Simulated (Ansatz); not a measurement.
## A computed series for HgS: response to strain

Start from HgS in the zinc blende structure (space group F-43m, No. 216).

```xyz
2
Lattice="0.0000 2.9379 2.9379 2.9379 0.0000 2.9379 2.9379 2.9379 0.0000" Properties=species:S:1:pos:R:3 pbc="T T T"
S      4.4069     4.4069     4.4069
Hg     0.0000     0.0000     0.0000
```

Cartesian axes are those of the cell as printed.

Strains are applied to the cell and any free atomic positions relax; under biaxial strain the out-of-plane vector relaxes too.

Levels (all Ansatz, an electronic-structure program, PAW): PBEsol (420 eV, no spin-orbit coupling); HSE06 (420 eV, no spin-orbit coupling).

Band gaps by level, all at the geometries relaxed with PBEsol:

| case | PBEsol | HSE06 |
|---|---|---|
| base | zero | – |
| biaxial strain +0.64 %, plane normal [001], relaxed out of plane | zero | 0.36 eV |
| biaxial strain +2.07 %, plane normal [001], relaxed out of plane | zero | 0.28 eV |
| biaxial strain +0.29 %, plane normal [110], relaxed out of plane | zero | 0.39 eV |

A biaxial case was relaxed in a doubled cell and then solved in the primitive one. Single points use the geometry relaxed with PBEsol. HSE06 was sampled on its mesh, a few special points and the semilocal edge points, so its gap is an upper bound. Spin-orbit coupling, missing from the scalar runs, can matter with Hg. Whether these cells are dynamically stable was not tested. The final runs are not spin-polarised. Gaps under 0.05 eV, about the width of the smearing, are given as zero. The zero or small gap of HgS can change with the level of theory.
